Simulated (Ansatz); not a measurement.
**La2O3: response to strain**

The parent structure is La$_{2}$O$_{3}$ (space group P-3m1, No. 164; a = 3.906 Å, c = 6.040 Å). Axes: x lies along a and z along c of the hexagonal cell.

Strains are applied to the cell and any free atomic positions relax; under biaxial strain the out-of-plane vector relaxes too; under stress the whole cell relaxes.

Method: Ansatz (a first-principles code) PBEsol, no spin-orbit coupling.

Notes on the quantities. pressure: mean of the normal stresses, compression positive.

```tsv
case	width of the top valence band	band gap	shortest interatomic distance	pressure	gap character
base	0.41 eV	3.77 eV	2.349 Å	0.00 GPa	indirect, L → K
biaxial strain −2.38 %, plane normal [001], relaxed out of plane	0.55 eV	3.69 eV	2.310 Å	4.11 GPa	indirect, K → M
biaxial strain +0.13 %, plane normal [001], relaxed out of plane	0.41 eV	3.76 eV	2.351 Å	-0.20 GPa	indirect, L → K
biaxial strain +1.95 %, plane normal [001], relaxed out of plane	(withheld)	3.58 eV	2.382 Å	-2.79 GPa	indirect, L → K
isotropic strain −4.04 %	0.76 eV	3.68 eV	2.266 Å	21.13 GPa	indirect, K → M
isotropic strain −3.31 %	(withheld)	3.73 eV	2.281 Å	16.42 GPa	indirect, K → M
uniaxial strain ε_yy = +2.71 %	–	3.66 eV	2.375 Å	-3.59 GPa	indirect, M₂ → C₂–Y₂ (17 % along)
uniaxial stress, 0.5 GPa compression along z	0.41 eV	3.75 eV	2.350 Å	–	indirect, L → K
tensor shear ε_yz = +1.21 %	–	3.75 eV	2.348 Å	0.07 GPa	indirect, D₂–A (21 % along) → C₂
```

Problem. Complete the table.

Solution. 
- biaxial strain +1.95 %, plane normal [001], relaxed out of plane, width of the top valence band: 0.49 eV
- isotropic strain −3.31 %, width of the top valence band: 0.67 eV

Semilocal Kohn–Sham gaps tend to fall short of experiment. Stability under load was not tested beyond the relaxation. k-point labels follow each cell's own Brillouin zone.
